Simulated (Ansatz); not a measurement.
Input:

End structure of the (211) surface of bcc V in its 1x1 cell, outermost plane spacing 1.22 Å in the ideal cut:

```xyz
9
Lattice="2.5956 0.0000 0.0000 0.0000 4.2386 0.0000 0.0000 0.0000 26.0000" Properties=species:S:1:pos:R:3 pbc="T T T"
V      1.8990     2.1193     8.3131
V      0.9236     0.0000     9.3731
V      0.0658     2.1193    10.5369
V      1.7695     0.0000    11.8103
V      0.8652     2.1193    13.0000
V     -0.0391     0.0000    14.1897
V      1.6647     2.1193    15.4631
V      0.8068     0.0000    16.6269
V     -0.1686     2.1193    17.6869
```

Set-up: 9 atoms, 9.8 Å thick at the start (thin: gaps and levels are the slab's own); mesh 14x9x1; 0.1 eV smearing; dipole correction on; all atoms relaxed; held to the start's symmetry, so lower structures may exist; no spin, no spin-orbit, no U.

Q: Give the surface energy (mean of both faces) at the level PBE run with Ansatz (a quantum-chemistry and plane-wave program).

A: 2.71 J/m²

Q: Estimate the work function of the top face that PBE returns for this input.

A: 3.91 eV
